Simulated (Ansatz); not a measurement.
C (P6_3/mmc) under uniaxial stress along c (compression positive): electron mass along x by r2SCAN, rigid bands (plane waves, PAW, scalar-relativistic; Ansatz, a quantum-chemistry and plane-wave program). The unloaded cell, whose axes the loads refer to:

```yaml
crystal:
  lattice:
    - [2.49882, 0.00000, 0.00000]
    - [-1.24941, 2.16404, 0.00000]
    - [0.00000, 0.00000, 4.16086]
  atoms:
    - { symbol: C, position: [0.33333, 0.66667, 0.00030] }
    - { symbol: C, position: [0.66667, 0.33333, 0.50030] }
    - { symbol: C, position: [0.33333, 0.66667, 0.37470] }
    - { symbol: C, position: [0.66667, 0.33333, 0.87470] }
```

```tsv
uniaxial stress along c (compression positive) (GPa)	volume per atom (Å³)	electron mass along x (mₑ)
-44	5.84	0.451
-22	5.72	0.457
0	5.63	0.461
22	5.54	?
44	5.46	0.470
```

Fit a straight line to ln(electron mass along x) against the load over the rows given, and predict the row at 22 GPa.

The means are x̄ = -5.500 GPa and ȳ = -0.7772; Σ(x − x̄)(y − ȳ) = 1.945 and Σ(x − x̄)² = 4235, so the slope is 0.0459 % per GPa, and the rows given lie within 0.17 % of the line. At 22 GPa the line gives 0.466 mₑ; the calculation gives 0.466 mₑ, 0.098 % from it.

Masses are for dilute carriers at 300 K, harmonic means over directions unless an axis is named. Spin-orbit coupling is left out. Stresses and pressures are the targets of the relaxation. The structure type is held at every load. Geometry: cell and atoms relaxed with PBEsol.
